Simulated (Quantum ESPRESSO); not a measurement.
Effort and miss along a sweep of K_POINTS: HfMg14Sn (P-6m2, 16 atoms in the cell)

Cell: a = 6.2636 Å, b = 6.2636 Å, c = 10.2377 Å, α = 90.00°, β = 90.00°, γ = 120.00°.

Computed with PBEsol, GBRV 1.5 ultrasoft (PBESOL) pseudopotentials (plane waves; Quantum ESPRESSO).

Base settings: ecutwfc = 40 Ry; ecutrho = 320 Ry; occupations = smearing; smearing = fd; degauss = 0.0073499 Ry; K_POINTS = automatic 4 4 3 0 0 0; conv_thr = 1e-09 Ry.

Misses are taken against the tightest run, automatic 5 5 3 0 0 0, which need not be fully converged itself. The energy is the free energy per atom.

The count of work is k-points × plane waves × bands × iterations; it is no time, and leaves out set-up, grids and terms that scale otherwise. Core times come from one kind of shared machine and are given to one figure; runs under 30 s give none.

The starting cell comes from a database of computed structures (which also holds hypothetical and non-ambient phases and stackings), without a prior relaxation at this level. Its lattice was rescaled by a random factor within 2.5 % of one.

| K_POINTS | energy less reference (meV/atom) | pressure less reference (GPa) | largest difference in the force on any atom (eV/Å) | count of work / reference | core time / reference (rough) |
|---|---|---|---|---|---|
| automatic 1 1 1 0 0 0 | 352.65 | 1.16 | 0.350 | 0.11 | 0.6 |
| automatic 2 2 1 0 0 0 | -40.99 | 0.30 | 0.252 | 0.21 | 0.5 |
| automatic 3 3 2 0 0 0 | -1.62 | 0.04 | 0.065 | 0.56 | 0.8 |
| automatic 4 4 2 0 0 0 | -5.75 | 0.05 | 0.042 | 0.80 | 1 |
| automatic 4 4 3 0 0 0 | -4.02 | 0.03 | 0.039 | 0.75 | 0.9 |
| automatic 5 5 3 0 0 0 | 0.00 | 0.00 | 0.000 | 1.0 | 1 |

The last two settings still differ by 4.0 meV/atom, so the table cannot show that the reference is converged.

Coarsest setting among those run that, with all tighter ones, holds the energy within 20 meV/atom of the reference: automatic 3 3 2 0 0 0, off by 1.6 meV/atom; its saving against the reference is no more than about a factor of 2 in the count of work.

Smallest miss in the energy for at most 0.5 times the reference's count of work: automatic 2 2 1 0 0 0, with a miss of 41 meV/atom at a count of 0.21.

The step from automatic 2 2 1 0 0 0 to automatic 4 4 2 0 0 0: it takes the miss in the energy from 41 to 5.8 meV/atom, for 3.8 times the count of work and roughly 3 times the time.
